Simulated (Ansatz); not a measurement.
Rock-salt NaH was calculated with G0W0@PBE0 (hard PAW, contour deformation; Ansatz, a quantum-chemistry and plane-wave program).

The cell has the measured lattice parameters. Conventional cell: a = 4.8720 Å, b = 4.8720 Å, c = 4.8720 Å, α = 90.00°, β = 90.00°, γ = 90.00°.

One run with a 12×12×12 mesh, response cutoff 100 eV and 121 empty bands, not extrapolated in mesh or basis; no spin–orbit coupling.

Highest filled and lowest empty level by k point (fractions of the reciprocal vectors of the cell (0.000 2.436 2.436) (2.436 0.000 2.436) (2.436 2.436 0.000) Å; eV from the valence maximum of each method):

```tsv
k	PBE0 filled	PBE0 empty	QP filled	QP empty
0 0 0	-3.93	12.52	-3.88	13.80
0 0 0.333	-2.04	7.37	?	?
0 0 0.417	-1.29	6.02	?	?
0 0.167 -0.25	-1.92	8.09	?	?
0 0.333 0.417	-0.96	7.32	?	?
0.0833 0.25 -0.25	-1.20	7.37	?	?
0.0833 0.333 -0.5	-0.79	7.24	?	?
0.0833 0.417 -0.333	-0.10	7.13	?	?
```

Q: Fill in the missing entries.

A: 
- 0 0 0.333, QP filled: -2.02
- 0 0 0.333, QP empty: 8.67
- 0 0 0.417, QP filled: -1.29
- 0 0 0.417, QP empty: 7.31
- 0 0.167 -0.25, QP filled: -1.91
- 0 0.167 -0.25, QP empty: 9.41
- 0 0.333 0.417, QP filled: -0.95
- 0 0.333 0.417, QP empty: 8.62
- 0.0833 0.25 -0.25, QP filled: -1.19
- 0.0833 0.25 -0.25, QP empty: 8.67
- 0.0833 0.333 -0.5, QP filled: -0.78
- 0.0833 0.333 -0.5, QP empty: 8.54
- 0.0833 0.417 -0.333, QP filled: -0.10
- 0.0833 0.417 -0.333, QP empty: 8.44

Note: GW on a hybrid start was not checked against another program; cell and atoms aren't relaxed at this level.
